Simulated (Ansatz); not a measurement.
Results of G0W0@PBEsol+SOC in Ansatz (hard PAW, contour deformation, complete-basis limit, spin–orbit shift from PBEsol) for Ca3P2 (Pm-3m, No. 221, 5 atoms in the cell; start mp-1013547).

Settings: largest k mesh 6×6×6 (not extrapolated in the mesh).

Cell (relaxed with PBEsol):

```cif
data_Ca3P2
_chemical_formula_sum 'Ca3 P2'
_space_group_name_H-M_alt 'Pm-3m'
_space_group_IT_number 221
_space_group_name_Hall '-P 4 2 3'
_cell_length_a 5.24210
_cell_length_b 5.24210
_cell_length_c 5.24210
_cell_angle_alpha 90.000
_cell_angle_beta 90.000
_cell_angle_gamma 90.000
loop_
_atom_site_label
_atom_site_type_symbol
_atom_site_symmetry_multiplicity
_atom_site_Wyckoff_symbol
_atom_site_fract_x
_atom_site_fract_y
_atom_site_fract_z
_atom_site_occupancy
Ca1 Ca 3 c 0.00000 0.50000 0.50000 1
P1 P 1 a 0.00000 0.00000 0.00000 1
P2 P 1 b 0.50000 0.50000 0.50000 1
```

### Question
Predict the band gap.

### Answer

* **band gap**: 0.94 eV

Note: spin–orbit coupling enters as the shift of the gap found with a semilocal functional.

The computed numbers hold no vibrational or temperature effects.

A start named mp-… is a Materials Project structure, which need not be a measured phase.

Ansatz is an electronic-structure program.
